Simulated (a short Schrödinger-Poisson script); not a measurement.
Stack: single CdTe/Cd0.85Zn0.15Te quantum well.

| layer | material | thickness (nm) |
|---|---|---|
| 1 | Cd0.85Zn0.15Te | 20 |
| 2 | CdTe | 20 |
| 3 | Cd0.85Zn0.15Te | 20 |

The device is made up for the run: typed textbook-type constants, with dimensions and the other settings drawn at random. CdTe: direct gap (eV) 1.5, conduction-band edge (eV) 0, electron mass (mₑ) 0.096, heavy-hole mass 0.6, light-hole mass 0.12. Cd0.85Zn0.15Te: direct gap (eV) 1.59, conduction-band edge (eV) 0.072, electron mass (mₑ) 0.1, heavy-hole mass 0.6, light-hole mass 0.13.

The valence-band edge of each layer lies one gap below its conduction-band edge. The electron's potential energy rises along the stack by the applied field. Mesh 0.03 nm at interfaces.

Q: Estimate e1 and hh1 for infinitely high walls at zero field, and compare with the finite well.

A: ħ²π²/(2mL²) gives 9.8 meV for the electron and 1.6 meV for the heavy hole. The finite well gives 6.3 and 1.1 meV, 0.65 and 0.71 of the estimates, as the states reach into the barriers (2 % of e1 lies outside the well).

From a short Schrödinger-Poisson script (our own, NumPy): one-band effective-mass equation with BenDaniel-Duke matching, electrons, heavy and light holes apart, hard walls at the outer ends, one valence edge for both holes (no strain splitting), no charge, excitons, band mixing or non-parabolicity; under a field the levels are quasi-bound states of a box, listed while three quarters of their weight lies within 4 nm of the wells.
